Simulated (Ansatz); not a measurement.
System: L1₂ (Cu3Au-type) Pt3Ti. Method: PBE (plane waves, PAW; Ansatz, an electronic-structure program).

Settings: plane-wave cutoff 520 eV, 12×12×12 k mesh, Fermi–Dirac smearing 0.1 eV, perturbation theory, force constants from a 4×4×4 q mesh, no spin polarisation, scalar-relativistic PAW data made under PBE.

Computed at the level's own relaxed cell. Harmonic vibrational thermodynamics at fixed volume:

```tsv
T (K)	S_vib (J/K per mol of atoms)	C_V (J/K per mol of atoms)	F_vib (eV/atom)
0	0.00	0.00	0.0250
100	___	___	___
400	___	___	___
500	___	___	___
600	___	___	___
800	___	___	___
900	___	___	___
```

Question: Some entries are withheld; supply them.

Answer: 
- 100, S_vib (J/K per mol of atoms): 14.00
- 100, C_V (J/K per mol of atoms): 18.22
- 100, F_vib (eV/atom): 0.0197
- 400, S_vib (J/K per mol of atoms): 45.01
- 400, C_V (J/K per mol of atoms): 24.40
- 400, F_vib (eV/atom): -0.0810
- 500, S_vib (J/K per mol of atoms): 50.48
- 500, C_V (J/K per mol of atoms): 24.60
- 500, F_vib (eV/atom): -0.1305
- 600, S_vib (J/K per mol of atoms): 54.98
- 600, C_V (J/K per mol of atoms): 24.70
- 600, F_vib (eV/atom): -0.1853
- 800, S_vib (J/K per mol of atoms): 62.10
- 800, C_V (J/K per mol of atoms): 24.81
- 800, F_vib (eV/atom): -0.3070
- 900, S_vib (J/K per mol of atoms): 65.02
- 900, C_V (J/K per mol of atoms): 24.83
- 900, F_vib (eV/atom): -0.3729

The crystal is taken as a harmonic solid at every temperature: melting, phase changes and thermal expansion are not seen, nor the electrons' share in a metal.
